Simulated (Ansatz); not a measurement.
**zinc-blende GaAs: the defect Li interstitial**

Calculation: PBE, PAW (plane waves to 420 eV; Ansatz, an electronic-structure program). The supercell holds 64 host sites (2×2×2 repeats of the unit cell), with a 2×2×2 shifted k-point sampling for the final energies. Site at the start: void with 4Ga nearest. Charged cells carry a point-charge image correction with potential alignment at far atoms. Dielectric constants: PBE linear response of the host. Host gap at this level: 0.16 eV. Finite-size and sampling errors can reach tenths of an eV here. PBE closes or nearly closes this host's gap, so even the neutral cell can hold carriers in host bands. Spin–orbit coupling is left out. Each state is the lowest found from its start.

Formation energies E_f are given with the Fermi level at the valence-band maximum. Chemical conditions: As-rich (Δμ(Li) = -0.96 eV, bounded by Li3As (P6_3/mmc); only phases computed here count, gases as isolated molecules at 0 K); Ga-rich (Δμ(Li) = -0.73 eV, bounded by Li3As (P6_3/mmc); only phases computed here count, gases as isolated molecules at 0 K). Reference phases: Li: bcc Li.

The name describes the start; the neighbours show where the atoms ended.

Charges from +1 to 0 were run; one beyond them could lie lower near a band edge.

```tsv
charge	moment (μB)	largest move off a lattice site (Å)	neighbours of the last Li atom of the defect at the end (Å)	image correction with alignment (eV)	E_f, As-rich (eV)	E_f, Ga-rich (eV)
+1	not spin-polarised	0.13	Ga 2.62, Ga 2.62, Ga 2.62, Ga 2.62	0.15	0.32	0.09
0†	quenched	0.13	Ga 2.62, Ga 2.62, Ga 2.62, Ga 2.62	0.00	1.17	0.94
```

† Not settled in this cell, so no level is given: charge 0: a level filled in part, carriers not clearly localised, level within 0.1 eV of a band edge or past it.

Starting moments that weren't kept: charge 0 began with 1 μB and ended with 0.0.
